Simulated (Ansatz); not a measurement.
Results of PBE0 (Ansatz, a program for electronic structure, plane waves, PAW) for BN (R3m, No. 160, 2 atoms in the cell; start mp-13150; a measured phase of this formula has another space group).

Settings: plane-wave cutoff 460 eV, 12×12×12 k mesh, Fermi–Dirac smearing 0.01 eV, scalar-relativistic PAW data made under PBE.

Cell (relaxed with PBEsol):

```xyz
2
Lattice="1.2518 0.7227 3.4964 -1.2518 0.7227 3.4964 0.0000 -1.4455 3.4964" Properties=species:S:1:pos:R:3 pbc="T T T"
B      0.0000     0.0000    10.4853
N      0.0000     0.0000     3.4910
```

Give the computed band gap, smallest direct gap on the k points sampled and direct gap at Γ.


band gap: 6.33 eV (indirect)
smallest direct gap on the k points sampled: 6.84 eV
direct gap at Γ: 8.41 eV

Note: cell and atoms aren't relaxed at this level (pressure -2.2 GPa); the cell has widely spaced layers and the level no dispersion term, so their spacing and the moduli can rest on weak binding.

Cost on a shared machine: around 2.7 core-minutes (rough).

A start named mp-… is a Materials Project structure, which need not be a measured phase.
